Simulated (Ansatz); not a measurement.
Seebeck coefficient (μV/K, mean over directions) of n-type monolayer InSe against carrier density, HSE06, rigid bands in Ansatz (an electronic-structure program). Computed gap 2.15 eV; densities at which minority carriers matter at this gap, or further valleys turn the trend, are left out. Conductivity mass 0.198 mₑ (harmonic mean over directions), N_c = 2.2e12 cm⁻² at 300 K.

```csv
electron density,300 K,500 K
2.1e9 cm⁻²,-763,-807
2.1e10 cm⁻²,-565,-609
2.1e11 cm⁻²,-366,___
6.4e11 cm⁻²,___,-316
2.1e12 cm⁻²,-169,___
6.4e12 cm⁻²,-84,-122
2.1e13 cm⁻²,-27,-45
6.4e13 cm⁻²,-9,-20
```

Problem. Complete the blanks.

Solution. 
- 2.1e11 cm⁻², 500 K: -410
- 6.4e11 cm⁻², 300 K: -272
- 2.1e12 cm⁻², 500 K: -213

Rigid bands with a gap fixed in temperature, one relaxation time for all states, no polarons or phonon drag, and whether or not such doping can be reached. Spin-orbit coupling is left out. Geometry: cell and atoms relaxed with PBE.

Model free-standing layer, not matched to a measured one here: monolayer InSe.
